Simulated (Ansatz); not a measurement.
Ansatz (a quantum-chemistry and plane-wave program) run on PtRh (Fd-3m, 4 atoms in the cell): self-consistent single point.

Level of theory: PBE (plane waves, PAW; Ansatz).

```
PtRh
1.0
    0.00000     3.00473     3.00473
    3.00473     0.00000     3.00473
    3.00473     3.00473     0.00000
Rh Pt
2 2
Direct
  0.75000   0.75000   0.75000
  0.50000   0.50000   0.50000
  0.00000   0.00000   0.00000
  0.25000   0.25000   0.25000
```

Reference input (self-consistent single point, DFT, PBE, plane waves, default PAW files): basis.ecutwfc = 30.9 Ry; kpoints.mp_grid.grid = 13 13 13; hamiltonian.xc = pbe; hamiltonian.pseudopotentials = {kind: paw} (the program's default PAW files); scf.occupations.method = methfessel_paxton; scf.occupations.width = 0.02 Ry. This run's input differs from it in these lines:

Ansatz 0.2 input:
```diff
@@ -11,3 +11,3 @@
 basis:
-  ecutwfc: 30.9 Ry
+  ecutwfc: 15.4 Ry
 kpoints:
```

The program printed (abridged):

```
SCF iter   1: F=—  HF=-37822.311639 eV  |F-HF|=—  |Δ(HF+E_count)|=         —  Δρ=1.40e-1  dr2=5.04e0  ethr=1.77e-3  ⟨swp⟩=4.8  Hψ=10499  notcnv=0
all-band conjugate gradients solve this SCF's bands
preconditioner: auto → Kerker (q_TF=auto, 2.847 Å⁻¹)
SCF iter   2: F=—  HF=-37820.746246 eV  |F-HF|=—  |Δ(HF+E_count)|=    1.57e0  S|Δr|=    0.00e0  Δρ=7.12e-2  dr2=1.12e0  ethr=1.77e-3  ⟨swp⟩=2.0  Hψ=6644  notcnv=0  defer=59
   [... lines left out ...]
SCF iter   6: F=—  HF=-37820.308682 eV  |F-HF|=—  |Δ(HF+E_count)|=   8.32e-5  S|Δr|=    0.00e0  Δρ=4.63e-5  dr2=7.99e-7  ethr=3.26e-8  ⟨swp⟩=1.0  Hψ=3468  notcnv=0  defer=58
SCF iter   7: F=-37820.308682 eV  HF=-37820.308682 eV  |F-HF|=2.22e-8  |Δ(HF+E_count)|=   1.76e-7  S|Δr|=    0.00e0  Δρ=8.51e-6  dr2=4.37e-8  ethr=1.43e-10  ⟨swp⟩=6.9  Hψ=11216  notcnv=0
the search or the solves at the SCF's close seem to have found levels that the self-consistency loop had missed (the run counts 1) …
SCF 1 converged in 7 iterations: F = -37820.308682 eV  dr2 = 4.37e-8
Stability not checked (fill_not_monotonic)
Free energy (F): -37820.308682 eV
Internal energy: -37820.277553 eV  (E = F + TS)
E sigma→0 (E₀):  -37820.300900 eV
Entropy (-TS):   -0.031129 eV (-7.782 meV/atom)
Fermi energy:    24.552508 eV
--- Forces (eV/Å), atoms counted from 1 ---
  atom   1  Rh     0.00000000     0.00000000    -0.00000000
   [... zero for the other atoms too ...]
--- Stress (GPa, compression-positive) ---
       25.175998       0.000000       0.000000
       -0.000000      25.175998       0.000000
        0.000000       0.000000      25.175998
  P = ⅓ Tr σ = 25.1760 GPa (251.760 kbar)
  The stress holds the Pulay correction. Without it, at fixed plane waves, as pw.x and ABINIT print it: P = -409.6955 GPa
```

The run converged in 7 iterations. Against the reference run the free energy goes up by 7.50 eV/atom and the pressure goes from 35.30 to 25.18 GPa.

The starting cell was generated: these elements placed on a structure prototype, without a prior relaxation; it need not be a known phase or ordering of this composition. Its lattice was rescaled by a random factor within 2.5 % of one. Spin polarisation is off. Ansatz's pressure includes its estimate of the finite-basis (Pulay) stress. Without the estimate this run gives -409.70 GPa. The cutoff lies below the one recommended for these files.
